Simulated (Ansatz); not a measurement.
An Ansatz (an electronic-structure program) run: Sb with a change (Li interstitial (started 2.31 Å from the nearest host atom)); Ansatz, PBE-D3(BJ), PAW, cutoff 420 eV, spin-orbit coupling left out, earlier PAW set.

Input:

Ansatz 0.2 input:
```yaml
crystal:
  lattice:
    - [6.4823448877, 1.2475278553, 3.6796622075]
    - [-6.4823448877, 1.2475278553, 3.6796622075]
    - [-2.1607816292, -6.2376392764, 3.6796622075]
  atoms:
    - { symbol: Sb, position: [0.3139655728, 0.7742119412, 0.6183245162] }
    - { symbol: Sb, position: [0.3159771244, 0.2763664402, 0.1196388388] }
    - { symbol: Sb, position: [0.6451211583, 0.442581138, 0.6188988677] }
    - { symbol: Sb, position: [0.6497715288, 0.9436259066, 0.1186984956] }
    - { symbol: Sb, position: [0.9831367469, 0.1048348812, 0.6234200132] }
    - { symbol: Sb, position: [0.9833509492, 0.6053231654, 0.1127580478] }
    - { symbol: Sb, position: [0.0195972098, 0.3903770151, 0.8822713807] }
    - { symbol: Sb, position: [0.0191948269, 0.8940362848, 0.386760423] }
    - { symbol: Sb, position: [0.3546156556, 0.0569656155, 0.8806658931] }
    - { symbol: Sb, position: [0.3536687837, 0.5595742534, 0.3815938964] }
    - { symbol: Sb, position: [0.6839387218, 0.7238938411, 0.8799065441] }
    - { symbol: Sb, position: [0.6836652152, 0.2238799435, 0.3809203094] }
    - { symbol: Li, position: [0.0782575654, 0.3330063044, 0.2464903388] }
basis: { ecutwfc: 420, ecutrho_ratio: 4, xc_grid: 2, fft_grid_basis: typed }
kpoints: { mp_grid: { grid: [5, 6, 5] } }
hamiltonian:
  xc: pbe
  dispersion: d3bj
  pseudopotentials: { azcp: { folder: ./paw }, kind: paw }
scf: { occupations: { method: fermi_dirac, width: 0.05 }, convergence: { dr2_threshold: 0.0000000013 } }
relax: { f_tol: 0.02, max_steps: 45 }
output: { forces: true, stress: true }
checkpoint: { write: state.ck, write_every: 1000 }
```

Output (explanatory and most iteration lines left out):

```
Relaxation: its limit of steps is 45 (relax.max_steps)
Pseudopotential: Sb, paw, valence charge 15
Pseudopotential: Li, paw, valence charge 3
Crystal: 13 atoms, lattice volume = 357.085 Å³
Basis set: ecut = 420 eV, 7003 PW (Γ), exchange–correlation on 108×108×108 points (8 copies of the dense FFT grid, shifted against one another)
Bands: 110, of which v1, the nominal top of the filled ones, is band 92 counted from 1 (91 counted from 0)
Symmetry: 1 space group operations
Space group: P1 (ITA 1), of the structure as read, at distance tolerance 7.1e-5 Å
k-points: 76 of 150 (time reversal used)
Functional: x = pbe(κ = 0.804, μ = 0.2195149727645171), c = pbe(β = 0.06672455060314922)
SCF iter   1: F=—  HF=-78026.321344 eV  |F-HF|=—  |Δ(HF+E_count)|=         —  Δρ=2.21e-2  dr2=6.88e0  ethr=3.10e-3  ⟨swp⟩=6.4  Hψ=32108  notcnv=0  defer=162
SCF iter   2: F=—  HF=-78025.405364 eV  |F-HF|=—  |Δ(HF+E_count)|=   9.16e-1  Δρ=1.42e-2  dr2=3.05e0  ethr=3.10e-3  ⟨swp⟩=2.0  Hψ=10380  notcnv=0  defer=541
SCF 1 converged in 12 iterations: F = -78024.797731 eV  dr2 = 8.67e-10
relax step   1: F+E_penalty+E_count = -78024.79773117 eV  Δ(F+E_penalty+E_count) = +0.000e0 eV  max|allowed force component| = 1.839e0 eV/Å  Δτ_max = 0.0000 Å  (12 SCF iters, accepted)
Crystal: 13 atoms, lattice volume = 357.085 Å³
SCF iter   1: F=—  HF=-78025.532611 eV  |F-HF|=—  |Δ(HF+E_count)|=         —  Δρ=5.34e-3  dr2=1.32e-1  ethr=7.25e-5  ⟨swp⟩=1.9  Hψ=33808  notcnv=0  defer=128
SCF iter   2: F=—  HF=-78025.524991 eV  |F-HF|=—  |Δ(HF+E_count)|=   7.62e-3  Δρ=3.34e-3  dr2=6.36e-2  ethr=7.20e-5  ⟨swp⟩=1.0  Hψ=7803  notcnv=0  defer=128
SCF 2 converged in 10 iterations: F = -78025.515005 eV  dr2 = 1.21e-9
relax step   2: F+E_penalty+E_count = -78025.51500509 eV  Δ(F+E_penalty+E_count) = -7.173e-1 eV  max|allowed force component| = 5.467e-1 eV/Å  Δτ_max = 0.1948 Å  (10 SCF iters, accepted)
Crystal: 13 atoms, lattice volume = 357.085 Å³
SCF iter   1: F=—  HF=-78025.671641 eV  |F-HF|=—  |Δ(HF+E_count)|=         —  Δρ=3.76e-3  dr2=1.20e-1  ethr=3.27e-4  ⟨swp⟩=5.9  Hψ=22094  notcnv=0  defer=571
SCF iter   2: F=—  HF=-78025.663278 eV  |F-HF|=—  |Δ(HF+E_count)|=   8.36e-3  Δρ=2.33e-3  dr2=5.18e-2  ethr=6.56e-5  ⟨swp⟩=1.2  Hψ=9673  notcnv=0  defer=571
SCF 3 converged in 10 iterations: F = -78025.654278 eV  dr2 = 8.50e-10
relax step   3: F+E_penalty+E_count = -78025.65427756 eV  Δ(F+E_penalty+E_count) = -1.393e-1 eV  max|allowed force component| = 2.951e-1 eV/Å  Δτ_max = 0.2000 Å  (10 SCF iters, accepted)
Crystal: 13 atoms, lattice volume = 357.085 Å³
SCF iter   1: F=—  HF=-78025.722315 eV  |F-HF|=—  |Δ(HF+E_count)|=         —  Δρ=3.42e-3  dr2=1.13e-1  ethr=5.78e-4  ⟨swp⟩=5.4  Hψ=16728  notcnv=0  defer=567
SCF iter   2: F=—  HF=-78025.714690 eV  |F-HF|=—  |Δ(HF+E_count)|=   7.62e-3  Δρ=2.14e-3  dr2=5.05e-2  ethr=6.17e-5  ⟨swp⟩=1.1  Hψ=9663  notcnv=0  defer=567
SCF 4 converged in 10 iterations: F = -78025.705654 eV  dr2 = 8.87e-10
relax step   4: F+E_penalty+E_count = -78025.70565419 eV  Δ(F+E_penalty+E_count) = -5.138e-2 eV  max|allowed force component| = 7.302e-2 eV/Å  Δτ_max = 0.2000 Å  (10 SCF iters, accepted)
Crystal: 13 atoms, lattice volume = 357.085 Å³
SCF iter   1: F=—  HF=-78025.710436 eV  |F-HF|=—  |Δ(HF+E_count)|=         —  Δρ=1.07e-3  dr2=1.11e-2  ethr=6.25e-5  ⟨swp⟩=4.3  Hψ=14555  notcnv=0  defer=574
SCF iter   2: F=—  HF=-78025.709808 eV  |F-HF|=—  |Δ(HF+E_count)|=   6.29e-4  Δρ=6.73e-4  dr2=5.02e-3  ethr=6.08e-6  ⟨swp⟩=1.0  Hψ=9652  notcnv=0  defer=574
SCF 5 converged in 9 iterations: F = -78025.708955 eV  dr2 = 6.57e-10
relax step   5: F+E_penalty+E_count = -78025.70895526 eV  Δ(F+E_penalty+E_count) = -3.301e-3 eV  max|allowed force component| = 1.449e-2 eV/Å  Δτ_max = 0.0634 Å  (9 SCF iters, accepted)
SCF converged after 9 iterations
[...]
  E_disp       = -6.214195  (pairwise vdW)
--- Forces (eV/Å), atoms counted from 1 ---
  atom   1  Sb     0.00254581    -0.00131908    -0.00290047
  atom   2  Sb    -0.00944559    -0.00216924    -0.00501203
  atom   3  Sb     0.00362439    -0.00084439    -0.00060647
  atom   4  Sb     0.00698960     0.00397994     0.00713207
  atom   5  Sb     0.00114580     0.00271957    -0.00467254
  atom   6  Sb     0.01449444    -0.00623787     0.00635377
  atom   7  Sb     0.00645551    -0.00604323     0.00263269
  atom   8  Sb    -0.00486671    -0.00253242     0.00346650
  atom   9  Sb    -0.00178098    -0.00080317    -0.00545128
  atom  10  Sb    -0.01006116    -0.00266091    -0.01118306
  atom  11  Sb    -0.00854904     0.01170601     0.00363240
  atom  12  Sb     0.00747970     0.00163366     0.01078804
  atom  13  Li    -0.00803192     0.00256961    -0.00418046
--- Stress (GPa, compression-positive) ---
        1.155507      -0.014980      -0.009706
       -0.014980       0.987935      -0.208024
       -0.009706      -0.208024      -0.142599
  P = ⅓ Tr σ = 0.6669 GPa (6.669 kbar)
--- Relaxed structure (5 steps of the walk, 5 accepted, 0 SCFs on fresh bases) ---
  atoms:
    - { symbol: Sb, position: [0.3350257674363831, 0.7895350534601165, 0.6165297257752105] }
    - { symbol: Sb, position: [0.34090408288715135, 0.28205217923033415, 0.11585897965116904] }
    - { symbol: Sb, position: [0.6662466221102272, 0.45749834855385535, 0.6243207869597562] }
    - { symbol: Sb, position: [0.6549257643628792, 0.9488654830074151, 0.11863004706406888] }
    - { symbol: Sb, position: [0.9932899044809944, 0.11499565573784754, 0.6392992534889956] }
    - { symbol: Sb, position: [0.9963258379339964, 0.6390985780050263, 0.11543354994117719] }
    - { symbol: Sb, position: [0.019399983988730995, 0.39706292840803653, 0.8609980285826443] }
    - { symbol: Sb, position: [0.01602999016460882, 0.8729471481896602, 0.3841778960922671] }
    - { symbol: Sb, position: [0.3468307363902122, 0.05473633101770642, 0.8755049326623935] }
    - { symbol: Sb, position: [0.3584512868893972, 0.5635394545826524, 0.3815551031240259] }
    - { symbol: Sb, position: [0.6773612265366186, 0.7221261517017845, 0.883606492975458] }
    - { symbol: Sb, position: [0.672012285630034, 0.22969870884810634, 0.3839831484132987] }
    - { symbol: Li, position: [0.00745756998876837, 0.25652070965745966, 0.2504496200695354] }
```

The cell is small, so the values are those of an ordered compound at a high defect concentration; dilute-limit values will differ. The final runs are not spin-polarised. The cell was made from Sb in the A7 type structure (space group R-3m, No. 166) by this change: Li interstitial (started 2.31 Å from the nearest host atom). The defect cell is not spin-polarised.
